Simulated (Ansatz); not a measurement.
The reference is PbSe in the rock salt structure (space group Fm-3m, No. 225; a = 6.102 Å).

Now apply this change: every Se is replaced by S, then cell and atoms are relaxed.

Levels (all Ansatz, an electronic-structure program, PAW, earlier PAW set): PBEsol (420 eV, no spin-orbit coupling); r2SCAN (500 eV, no spin-orbit coupling); HSE06 (420 eV, without spin-orbit coupling).

At the geometry relaxed with PBEsol, these levels gave the following band gaps, in shuffled order: (a) 0.20 eV, (b) 0.73 eV, (c) 0.56 eV.

Task: Match each gap to its level.

Result: (a) PBEsol; (b) HSE06; (c) r2SCAN.

Single points use the geometry relaxed with PBEsol. HSE06 was sampled on its mesh, a few special points and the semilocal edge points, so its gap is an upper bound. Spin-orbit coupling, missing from the scalar runs, can matter with Pb. Whether these cells are dynamically stable was not tested. A zero or small gap of PbS and PbSe can be the functional's error rather than a property of the material.
